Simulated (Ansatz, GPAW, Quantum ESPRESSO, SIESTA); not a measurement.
One structure in several programs: MgCd3 (Imm2, 4 atoms in the cell)

Self-consistent single point.

```
CELL_PARAMETERS angstrom
     -1.59338     5.08691     2.65903
      1.59338    -5.08691     2.65903
      1.59338     5.08691    -2.65903
ATOMIC_POSITIONS crystal
  Mg 0.66564 0.66564 0.00000
  Cd 0.16875 0.66875 0.50000
  Cd 0.74811 0.99947 0.74864
  Cd 0.25083 0.99947 0.25136
```

All programs got the same cell, k-point mesh and kind of occupations (in Ansatz's words: kpoints.mp_grid.grid = 7 7 7; scf.occupations.method = fermi_dirac; scf.occupations.width = 0.05 eV); potentials, basis and cutoffs are each program's usual ones.

```json
[
 {"code": "GPAW", "model": "PBEsol, GPAW PAW datasets PBEsol (made by gpaw-setup)", "pressure (GPa)": "-2.33", "largest force (eV/Å)": "0.018", "k-points": "64", "cutoff": "800 eV"},
 {"code": "Ansatz", "model": "PBEsol, PAW files made with PBE", "pressure (GPa)": "-1.98", "largest force (eV/Å)": "0.015", "k-points": "64", "cutoff": "420 eV"},
 {"code": "SIESTA", "model": "GGA PBEsol, numerical atomic orbitals DZP, PseudoDojo PBEsol standard norm-conserving potentials (rewritten from UPF to PSML)", "pressure (GPa)": "-7.22", "largest force (eV/Å)": "0.159", "k-points": "172", "cutoff": "grid 350 Ry"},
 {"code": "Quantum ESPRESSO", "model": "PBEsol, GBRV 1.5 ultrasoft (PBESOL) pseudopotentials", "pressure (GPa)": "-2.19", "largest force (eV/Å)": "0.011", "k-points": "64", "cutoff": "40 Ry"}
]
```

Size of the force on each atom (eV/Å): Sizes of forces hide their directions.

```tsv
code	Mg1	Cd2	Cd3	Cd4
GPAW	0.001	0.009	0.018	0.018
Ansatz	0.003	0.002	0.015	0.015
SIESTA	0.038	0.042	0.158	0.159
Quantum ESPRESSO	0.001	0.004	0.011	0.011
```

The spread over the programs that give each value: pressure within 5.24 GPa; largest force within 0.148 eV/Å.

The starting cell comes from a database of computed structures (which also holds hypothetical and non-ambient phases and stackings), without a prior relaxation at this level. Its lattice was rescaled by a random factor within 2.5 % of one.

Question: Why do the programs differ, and what cannot be compared?

Answer: Differences of this kind can come from the potentials, where these differ, and from what each basis and cutoff leave unconverged. The valence holds different numbers of electrons (GPAW 46, Ansatz (a quantum-chemistry and plane-wave program) 70, SIESTA 70, Quantum ESPRESSO 46). The zero of total energies and Fermi levels follows the potentials and each program's conventions, so they are not compared here. SIESTA uses small atom-centred bases, whose incompleteness enters pressures, forces and empty levels differently from a plane-wave cutoff. Ansatz's pressure is given at a fixed set of plane waves, as the other plane-wave codes print theirs. The programs reduce the same mesh by symmetry to different extents, which changes the work and not the result. In the pressure, SIESTA (by 5.04) lies more than 1 GPa from the median of the plane-wave programs. In the force vectors, SIESTA (by 0.144) lies more than 0.08 eV/Å from the median of the plane-wave programs.

Left out of this page: ABINIT (stopped by limits of time or memory); CP2K (unsound by tests on forces, stress, charge or solver warnings); Elk and FLEUR (not drawn, or without a comparable value).

Keys are those of Ansatz 0.2.
